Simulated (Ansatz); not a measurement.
Consider the following.

End structure of the (21-31) surface of hcp Re in its 1x1 cell, outermost plane spacing 0.15 Å in the ideal cut:

```xyz
24
Lattice="5.2711 0.0000 0.0000 -1.6169 6.3702 0.0000 0.0000 0.0000 26.0000" Properties=species:S:1:pos:R:3 pbc="T T T"
Re     3.3628     3.2285     8.2287
Re     1.9059     5.4399     8.3553
Re    -0.7168     5.2985     8.9500
Re    -0.2722     1.3286     9.1036
Re     2.4157     1.0183     9.7666
Re     1.3005     3.4799     9.8480
Re     3.8517     3.2469    10.7382
Re     2.6863     5.7135    10.8686
Re     0.0514     5.4129    11.5749
Re     0.4803     1.5252    11.7136
Re     3.1232     1.2180    12.4653
Re     1.9578     3.7079    12.5968
Re    -0.6513     3.4043    13.4032
Re     3.4544     5.8942    13.5347
Re     0.8262     5.5870    14.2864
Re     1.2551     1.6993    14.4251
Re     3.8913     1.3987    15.1314
Re     2.7258     3.8652    15.2618
Re     0.0060     3.6322    16.1520
Re    -1.1092     6.0939    16.2334
Re     1.5787     5.7835    16.8964
Re     2.0233     1.8137    17.0500
Re     4.6717     1.6722    17.6447
Re     3.2148     3.8837    17.7713
```

Slab: 24 atoms, 9.9 Å thick at the start (thin: gaps and levels are the slab's own); k 8x6x1, smearing 0.1 eV, dipole-corrected; all atoms relaxed; start symmetry kept, larger cells not searched; no spin, no spin-orbit, no U.

Q: What is the computed surface energy (mean of both faces) (PBE (Ansatz, a program for electronic structure))?

A: 3.35 J/m²

Q: Predict the work function of the top face from PBE.

A: 4.48 eV
